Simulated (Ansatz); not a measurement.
A self-consistent single point of Mo (Im-3m, 1 atom in the cell) with Ansatz (a program for electronic structure)

Method: PBE (plane waves, PAW; Ansatz).

Input as run:

Ansatz 0.2 input:
```yaml
crystal:
  lattice:
    - [-1.583810, 1.583810, 1.583810]
    - [1.583810, -1.583810, 1.583810]
    - [1.583810, 1.583810, -1.583810]
  atoms:
    - { symbol: Mo, position: [0.000000, 0.000000, 0.000000] }
basis:
  ecutwfc: 420.0
kpoints:
  mp_grid: { grid: [15, 15, 15] }
hamiltonian:
  xc: pbe
  pseudopotentials: { kind: paw }
scf:
  occupations: { method: methfessel_paxton, width: 0.1 }
output:
  forces: true
  eigenvalues: true
  stress: true
```

The program printed (abridged):

```
WARN ansatz: RAYON_NUM_THREADS=1 ignored (pool sized by the plan → 1); use --threads N
Pseudopotentials: kind: paw
Pseudopotential: Mo, paw, valence charge 14
Crystal: 1 atoms, lattice volume = 15.892 Å³
Basis set: ecut = 420 eV, 321 PW (Γ), exchange–correlation on 40×40×40 points (8 copies of the dense FFT grid, shifted against one another)
Bands: 11, of which v1, the nominal top of the filled ones, is band 7 counted from 1 (6 counted from 0)
Symmetry: 48 space group operations
Space group: Im-3m (ITA 229), of the structure as read, at distance tolerance 2.5e-5 Å
k-points: 120 of 3375
Initial density: superposition of atomic densities (neutral atoms: chi_scale 0, normalization atom), corrected by the library's trained network
Initial wavefunctions: pseudopotential atomic-orbital guess
Eigensolver: davidson
Functional: x = pbe(κ = 0.804, μ = 0.2195149727645171), c = pbe(β = 0.06672455060314922)
SCF iter   1: F=—  HF=-4956.018816 eV  |F-HF|=—  |Δ(HF+E_count)|=         —  Δρ=2.67e-3  dr2=7.89e-4  ethr=1.77e-3  ⟨swp⟩=5.0  Hψ=7676  notcnv=0
all-band conjugate gradients solve this SCF's bands
preconditioner: auto → none
SCF iter   2: F=—  HF=-4956.018654 eV  |F-HF|=—  |Δ(HF+E_count)|=   1.62e-4  S|Δr|=    0.00e0  Δρ=1.28e-3  dr2=1.07e-4  ethr=5.63e-6  ⟨swp⟩=2.7  Hψ=3069  notcnv=0
SCF iter   3: F=—  HF=-4956.018660 eV  |F-HF|=—  |Δ(HF+E_count)|=   5.61e-6  S|Δr|=    0.00e0  Δρ=3.19e-4  dr2=9.44e-6  ethr=7.63e-7  ⟨swp⟩=2.0  Hψ=2006  notcnv=0
SCF iter   4: F=—  HF=-4956.018661 eV  |F-HF|=—  |Δ(HF+E_count)|=   1.55e-6  S|Δr|=    0.00e0  Δρ=4.58e-5  dr2=1.02e-7  ethr=7.14e-10  ⟨swp⟩=4.1  Hψ=5708  notcnv=0
SCF iter   5: F=-4956.018661 eV  HF=-4956.018661 eV  |F-HF|=1.54e-8  |Δ(HF+E_count)|=   3.40e-8  S|Δr|=    0.00e0  Δρ=1.86e-5  dr2=2.13e-8  ethr=7.14e-10  ⟨swp⟩=4.7  Hψ=5216  notcnv=0
SCF 1 converged in 5 iterations: F = -4956.018661 eV  dr2 = 2.13e-8
SCF converged after 5 iterations
Stability not checked (fill_not_monotonic)
Free energy (F): -4956.018661 eV
Harris-Foulkes:  -4956.018661 eV  (|F-HF|=1.54e-8)
Internal energy: -4956.018178 eV  (E = F + TS)
E sigma→0 (E₀):  -4956.018540 eV
Entropy (-TS):   -0.000484 eV (-0.484 meV/atom)
Fermi energy:    20.639923 eV
--- Per-component energies (eV) ---
  E_band       = -60.344195
  E_kinetic    = 440.284860
  E_local      = -795.495815  (includes V_loc(G=0)·N_el)
  E_nonlocal   = 142.457654
  E_hartree    = 262.524941
  E_xc         = -183.391704
  E_vxc        = -228.876230  (∫ρ·V_xc dr)
  E_paw        = -3201.130515  (= ΣΔE_a)
  E_vpaw       = -143.761391  (= ΣTr[D̂ρ^β])
  E_aug_tail   = 0.000043  (compensation charges beyond the density's cutoff)
  E_ewald      = -1621.267641
  E_smearing   = -0.000484  (= −TS)
  E_closure    = 0.000000  (closes the sum)
  Σ components = -4956.018661   (vs F -4956.018661, Δ=0.00e0)
--- Forces (eV/Å), atoms counted from 1 ---
  atom   1  Mo     0.00000000     0.00000000    -0.00000000
  max |Σ_I F_I| component: 5.14e-33 eV/Å
--- Stress (GPa, compression-positive) ---
       -1.423180      -0.000000       0.000000
       -0.000000      -1.423180       0.000000
       -0.000000       0.000000      -1.423180
  P = ⅓ Tr σ = -1.4232 GPa (-14.232 kbar)
  The stress holds the Pulay correction. Without it, at fixed plane waves, as pw.x and ABINIT print it: P = -1.4698 GPa
--- Band table (eV; the first three rows and the last of 120) ---
  k-point 0: bands = ["-40.5881", "-13.8839", "-13.8839", "-13.8839", "13.5302", "19.3650", "19.3650", "19.3650", "22.3269", "22.3269", "35.3738"]
  k-point 1: bands = ["-40.5776", "-13.9452", "-13.9029", "-13.8843", "13.7228", "19.2575", "19.3472", "19.5455", "22.1711", "22.3302", "35.5136"]
  k-point 2: bands = ["-40.5479", "-14.1165", "-13.9562", "-13.8855", "14.2602", "18.9678", "19.2625", "20.0759", "21.8735", "22.3499", "35.8009"]
  k-point 119: bands = ["-40.1704", "-14.8018", "-14.7907", "-14.7907", "15.4430", "15.4755", "24.2965", "24.2965", "24.4964", "29.3475", "30.0136"]
```

The run converged in 5 iterations.

The starting cell comes from a database of computed structures (which also holds hypothetical and non-ambient phases and stackings), without a prior relaxation at this level. Spin polarisation is off. Ansatz's pressure includes its estimate of the finite-basis (Pulay) stress.
